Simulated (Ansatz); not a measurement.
Consider ZnO in the wurtzite structure (space group P6_3mc, No. 186).

```
ZnO
1.0
    3.23518     0.00000     0.00000
   -1.61759     2.80175     0.00000
    0.00000     0.00000     5.21141
Zn O
2 2
Direct
  0.66667   0.33333   0.00241
  0.33333   0.66667   0.50241
  0.66667   0.33333   0.62279
  0.33333   0.66667   0.12279
```

Cartesian axes are those of the cell as printed.

All numbers come from Kohn–Sham DFT with the r2SCAN functional, run in Ansatz (a quantum-chemistry and plane-wave program) with PAW and 500 eV plane waves, scalar-relativistic without spin-orbit coupling.

Strains are applied to the cell and any free atomic positions relax; under stress the whole cell relaxes.

One change was made to it. Results:

The band gap drops by 0.08 eV to 1.16 eV; the electron mass becomes 0.18 mₑ (at Γ) (base: 0.19 mₑ (at Γ)); the energy goes up by 10 meV/atom; the gap character is still direct at Γ.

Which of these changes matches the shifts?
(A) uniaxial stress, 0.5 GPa compression along z
(B) tensor shear ε_xz = −2.23 %
(C) uniaxial strain ε_yy = +3.63 %
(D) isotropic strain +1.20 %

C, uniaxial strain ε_yy = +3.63 %. For comparison, the energy relative to the base in the other runs: tensor shear ε_xz = −2.23 % gives +2.8 meV/atom; uniaxial stress, 0.5 GPa compression along z gives +0.1 meV/atom; isotropic strain +1.20 % gives +6.9 meV/atom.

Effective masses come from finite differences of ±0.01 Å⁻¹. Stability under load was not tested beyond the relaxation. Labels are those of the standard path for the cell's own space group.
